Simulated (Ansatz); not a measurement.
# What biaxial strain −2.06 %, plane normal [001], relaxed out of plane does to CdSe

Take CdSe in the zinc blende structure (space group F-43m, No. 216; a = 6.133 Å) as the base. Axes: x, y, z lie along the cube axes.

The change: biaxial strain −2.06 %, plane normal [001], relaxed out of plane (Cartesian); in-plane vectors clamped, the third vector and the atoms free.

Computed with Ansatz (an electronic-structure program), r2SCAN, PAW, cutoff 500 eV, no SOC. Γ-centred 9×9×9 mesh, Fermi–Dirac width 0.05 eV.

```csv
quantity,base,changed,shift
volume per atom,28.84 Å³,28.48 Å³,-0.36 Å³
space group,F-43m (No. 216),I-4m2 (No. 119),–
shortest interatomic distance,2.656 Å,2.646 Å,-0.010 Å
energy relative to the base (free energy F),0 meV/atom,+3.4 meV/atom,+3.4 meV/atom
"pressure (mean of the normal stresses, compression positive)",0.01 GPa,0.62 GPa,+0.61 GPa
band gap,1.04 eV,1.01 eV,-0.03 eV
gap character,direct at Γ,direct at Γ,–
electron mass,0.093 mₑ (at Γ),"0.098 mₑ out of plane, 0.092 mₑ in plane (at Γ)",–
"valence-band top at Γ (three highest levels, from the VBM)","0.00, 0.00, 0.00 eV","0.00, 0.00, -0.17 eV",–
out-of-plane strain,–,+2.94 %,–
ratio −ε⊥/ε∥,–,1.43,–
mean in-plane stress (compression positive),–,+0.9 GPa,–
```

Final structure (turned so that z lies along the plane normal):

```
CELL_PARAMETERS angstrom
      4.24754     0.00000     0.00000
      0.00000     4.24754     0.00000
      2.12377    -2.12377     3.15676
ATOMIC_POSITIONS crystal
  Se 0.25000 0.25000 0.50000
  Cd 0.00000 0.00000 0.00000
```

Masses are band curvatures over ±0.01 Å⁻¹ around the edge. No phonon test of stability was made. Labels are those of the standard path for the cell's own space group.
